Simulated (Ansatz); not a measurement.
**A computed series for Ti: response to strain**

Take Ti in the hcp (Mg type) structure (space group P6_3/mmc, No. 194; a = 2.936 Å, c = 4.640 Å; relaxed with 0.1 eV smearing) as the base. Axes: x lies along a and z along c of the hexagonal cell.

Strains are applied to the cell and any free atomic positions relax.

Calculations: r2SCAN (Ansatz, a first-principles code; PAW; 500 eV plane waves; spin-orbit coupling left out).

Notes on the quantities. energy relative to the base: free energy F; pressure: mean of the normal stresses, compression positive.

| change | energy relative to the base | pressure | shortest interatomic distance |
|---|---|---|---|
| base | 0 meV/atom | 0.0 GPa | 2.874 Å |
| isotropic strain −4.10 % | +106 meV/atom | 18.1 GPa | 2.756 Å |
| uniaxial strain ε_xx = −0.26 % | +0.1 meV/atom | 0.3 GPa | 2.870 Å |
| uniaxial strain ε_yy = −2.28 % | +5.2 meV/atom | 2.8 GPa | 2.855 Å |

Stability against distortions was not tested. All final runs are without spin polarisation.
